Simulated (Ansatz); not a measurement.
# BN: tensor shear ε_xz = +1.33 %

The reference is BN in the wurtzite structure (space group P6_3mc, No. 186; a = 2.523 Å, c = 4.175 Å). Axes: x lies along a and z along c of the hexagonal cell.

The change: a pure shear with ε_xz = ε_zx = 0.0133; the atoms relax in the strained cell.

Method: Kohn–Sham DFT with the LDA functional, run in Ansatz (a program for electronic structure) with PAW and 420 eV plane waves, no spin-orbit coupling. Γ-centred 15×15×8 mesh, Fermi–Dirac width 0.05 eV.

The volume per atom hardly moves (5.76 Å³ against 5.75 Å³) and the space group becomes Cc (No. 9) (base: P6_3mc (No. 186)). The energy grows by 4.4 meV/atom and the band gap shrinks by 0.04 eV (4.93 eV → 4.89 eV). The gap character amounts to indirect, Γ → k = (1/3, 1/3, 0) in the run's primitive reciprocal basis and the smallest direct gap falls by 0.05 eV to 8.24 eV. The electron mass goes from 0.30 mₑ along c, 0.50 mₑ across (at K) to 0.30 mₑ along z, 0.50 mₑ across (off the special points) and the valence-band top at Γ (three highest levels, from the VBM) goes from 0.00, 0.00, -0.29 eV to 0.00, -0.05, -0.38 eV. The stress (xx, yy, zz, yz, xz, xy; compression positive) is (-0.01, 0.13, 0.19, 0.00, -9.18, 0.00) GPa.

Masses are band curvatures over ±0.01 Å⁻¹ around the edge. Whether these cells are dynamically stable was not tested. Labels are those of the standard path for the cell's own space group.
